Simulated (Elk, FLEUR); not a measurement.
An Elk input for a self-consistent single point of MnO (Fm-3m, 4 atoms in the cell) (DFT, PBE, all-electron FP-LAPW, Elk's shipped species files, APW+lo basis with extra local orbitals):

```
tasks
  0

xctype
  20

spinpol
  .true.

reducebf
  0.7

tforce
  .true.

rgkmax
  7.5

gmaxvr
  18.0

lmaxapw
  10

lmaxo
  8

nxlo
  2

lorbcnd
  .true.

lradstp
  2

nrmtscf
  2.0

lmaxi
  4

nempty
  12

stype
  3

swidth
  0.00183747

scale
  10.16220043

avec
    0.8164965809    0.4082482905    0.4082482905
    0.4082482905    0.8164965809    0.4082482905
    0.4082482905    0.4082482905    0.8164965809

atoms
  2   : nspecies
  'Mn.in'   : spfname
  2   : natoms; atposl, bfcmt below
  0.0000000000  0.0000000000  0.0000000000    0.0 0.0 -2.5
  0.5000000000  0.5000000000  0.5000000000    0.0 0.0 2.5
  'O.in'   : spfname
  2   : natoms; atposl, bfcmt below
  0.2500000000  0.2500000000  0.2500000000    0.0 0.0 0.0
  0.7500000000  0.7500000000  0.7500000000    0.0 0.0 0.0

ngridk
  5 5 5
```

Q: Translate this input to FLEUR.

A: One input that does it (others would too):

Input of the input generator:

```
MnO crystal
&input film=f /
4.3907960000 2.1953980000 2.1953980000
2.1953980000 4.3907960000 2.1953980000
2.1953980000 2.1953980000 4.3907960000
1.8897261246
1.0 1.0 1.0

4
25 0.0000000000 0.0000000000 0.0000000000 : 5.00
25 0.5000000000 0.5000000000 0.5000000000 : -5.00
8 0.2500000000 0.2500000000 0.2500000000 : 0.00
8 0.7500000000 0.7500000000 0.7500000000 : 0.00

&comp jspins=2 /
&kpt div1=5 div2=5 div3=5 /
&end /
```

```xml
<?xml version="1.0" encoding="UTF-8" standalone="no"?>
<fleurInput fleurInputVersion="0.39">
   <comment>
      MnO crystal                                                                                         
   </comment>
   <calculationSetup>
      <cutoffs Kmax="4.2" Gmax="16.8" GmaxXC="16.8" numbands="0"/>
      <scfLoop itmax="60" minDistance="0.00001" maxIterBroyd="25" imix="Anderson" alpha="0.05" precondParam="0.0" spinf="2.0"/>
      <coreElectrons ctail="T" frcor="F" kcrel="0" coretail_lmax="0"/>
      <xcFunctional name="pbe" relativisticCorrections="F"/>
      <magnetism jspins="2"/>
      <soc l_soc="F" theta="0.0" phi="0.0" spav="F"/>
      <expertModes spex="0" secvar="F"/>
      <geometryOptimization l_f="T" forcealpha="1.0" forcemix="BFGS" epsdisp="0.00001" epsforce="0.00001"/>
      <ldaU l_linMix="F" mixParam="0.05" spinf="1.0"/>
   </calculationSetup>
   <cell>
      <bzIntegration valenceElectrons="42.0" mode="hist" fermiSmearingEnergy="0.00183747">
         <kPointListSelection listName="default-1"/>
         <!-- k-points included here -->
         <xi:include xmlns:xi="http://www.w3.org/2001/XInclude" href="kpts.xml"> </xi:include>
      </bzIntegration>
      <!-- symmetry operations included here -->
      <xi:include xmlns:xi="http://www.w3.org/2001/XInclude" href="sym.xml"> </xi:include>
      <bulkLattice scale="1.0">
         <bravaisMatrix>
            <row-1>    8.2974019089891815     4.1487009544945908     4.1487009544945908</row-1>
            <row-2>    4.1487009544945908     8.2974019089891815     4.1487009544945908</row-2>
            <row-3>    4.1487009544945908     4.1487009544945908     8.2974019089891815</row-3>
         </bravaisMatrix>
      </bulkLattice>
   </cell>
   <atomSpecies>
      <species name="Manganese 5.000" element="Mn" atomicNumber="25">
         <mtSphere radius="2.53" gridPoints="873" logIncrement="0.014"/>
         <atomicCutoffs lmax="10" lnonsphr="8"/>
         <electronConfig flipSpins="F">
            <coreConfig>(1s1/2) (2s1/2) (2p1/2) (2p3/2)</coreConfig>
            <valenceConfig>(3s1/2) (3p1/2) (3p3/2) (4s1/2) (3d3/2) (3d5/2)</valenceConfig>
            <stateOccupation state="(3d3/2)" spinUp="2.0" spinDown="0.0"/>
            <stateOccupation state="(3d5/2)" spinUp="3.0" spinDown="0.0"/>
         </electronConfig>
         <energyParameters s="4" p="4" d="3" f="4"/>
         <lo type="SCLO" l="0" n="3" eDeriv="0"/>
         <lo type="SCLO" l="1" n="3" eDeriv="0"/>
      </species>
      <species name="Manganese -5.000" element="Mn" atomicNumber="25">
         <mtSphere radius="2.53" gridPoints="873" logIncrement="0.014"/>
         <atomicCutoffs lmax="10" lnonsphr="8"/>
         <electronConfig flipSpins="F">
            <coreConfig>(1s1/2) (2s1/2) (2p1/2) (2p3/2)</coreConfig>
            <valenceConfig>(3s1/2) (3p1/2) (3p3/2) (4s1/2) (3d3/2) (3d5/2)</valenceConfig>
            <stateOccupation state="(3d3/2)" spinUp="0.0" spinDown="2.0"/>
            <stateOccupation state="(3d5/2)" spinUp="0.0" spinDown="3.0"/>
         </electronConfig>
         <energyParameters s="4" p="4" d="3" f="4"/>
         <lo type="SCLO" l="0" n="3" eDeriv="0"/>
         <lo type="SCLO" l="1" n="3" eDeriv="0"/>
      </species>
      <species name="Oxygen (O)" element="O" atomicNumber="8">
         <mtSphere radius="1.43" gridPoints="493" logIncrement="0.021"/>
         <atomicCutoffs lmax="6" lnonsphr="4"/>
         <electronConfig flipSpins="F">
            <coreConfig>(1s1/2)</coreConfig>
            <valenceConfig>(2s1/2) (2p1/2) (2p3/2)</valenceConfig>
            <stateOccupation state="(2p1/2)" spinUp="0.6666666667" spinDown="0.6666666667"/>
            <stateOccupation state="(2p3/2)" spinUp="1.333333333" spinDown="1.333333333"/>
         </electronConfig>
         <energyParameters s="2" p="2" d="3" f="4"/>
      </species>
   </atomSpecies>
   <atomGroups>
      <atomGroup species="Manganese 5.000">
         <relPos label="                   1">.0000000000 .0000000000 .0000000000</relPos>
         <force calculate="T" relaxXYZ="TTT"/>
      </atomGroup>
      <atomGroup species="Manganese -5.000">
         <relPos label="                   2">1.000/2.000 1.000/2.000 1.000/2.000</relPos>
         <force calculate="T" relaxXYZ="TTT"/>
      </atomGroup>
      <atomGroup species="Oxygen (O)">
         <relPos label="                   3">1.000/4.000 1.000/4.000 1.000/4.000</relPos>
         <relPos label="                   4">-1.000/4.000 -1.000/4.000 -1.000/4.000</relPos>
         <force calculate="T" relaxXYZ="TTT"/>
      </atomGroup>
   </atomGroups>
   <output dos="F" band="F" slice="F">
      <checks vchk="F" cdinf="F"/>
      <bandDOS minEnergy="-.5*Htr" maxEnergy="0.5*Htr" sigma="0.015" storeEVData="T"/>
      <vacuumDOS vacdos="F" integ="F" star="F" nstars="0" locx1="0.0" locy1="0.0" locx2="0.0" locy2="0.0" nstm="0" tworkf="0.0"/>
      <unfoldingBand unfoldBand="F" supercellX="1" supercellY="1" supercellZ="1"/>
      <plotting iplot="0" polar="F">
         <plot TwoD="T" vec1="  1.0  0.0  0.0" vec2="  0.0  1.0  0.0" vec3="  0.0  0.0  1.0" zero="  0.0  0.0  0.0" file="plot"/>
      </plotting>
      <chargeDensitySlicing numkpt="0" minEigenval="0.0" maxEigenval="0.0" nnne="0" pallst="F"/>
      <specialOutput eonly="F"/>
      <magneticCircularDichroism mcd="F" energyLo="-10.0" energyUp="0.0"/>
   </output>
  <!-- We include the file relax.xml here to enable relaxations (see documentation) -->
  <xi:include xmlns:xi="http://www.w3.org/2001/XInclude" href="relax.xml"> <xi:fallback/> </xi:include>
</fleurInput>
```

Basis settings and potentials, where a program has them, do not carry over. This input uses DFT, PBE, all-electron FLAPW (FLEUR), scalar-relativistic valence.

The starting cell has typed, rounded lattice constants, without a prior relaxation at this level. Its lattice was rescaled by a random factor within 2.5 % of one. For this run, on top of that: lattice scaled by 0.98.
